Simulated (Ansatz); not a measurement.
```
CELL_PARAMETERS angstrom
      0.00000     1.91438     1.91438
      1.91438     0.00000     1.91438
      1.91438     1.91438     0.00000
ATOMIC_POSITIONS crystal
  Ir 0.00000 0.00000 0.00000
```

Method: PBEsol, rigid bands, earlier PAW set (plane waves, scalar-relativistic; Ansatz, a first-principles code). How the cell was made: cell and atoms relaxed with PBEsol.

### Question
Predict the product ρ₀λ of resistivity and mean free path that follows from the Fermi surface's area.

### Answer
3.7 ×10⁻¹⁶ Ω·m².

### Question
And the Drude plasma energy and the root-mean-square Fermi velocity at 300 K?

### Answer
10.8 eV; 8.4e5 m/s.

A metal at this level (no band gap); rigid bands, thermally averaged at 300 K, both spins. Spin-orbit coupling is left out, which matters with elements this heavy. τ is one relaxation time for all states; the product of resistivity and mean free path takes one path for all states instead.
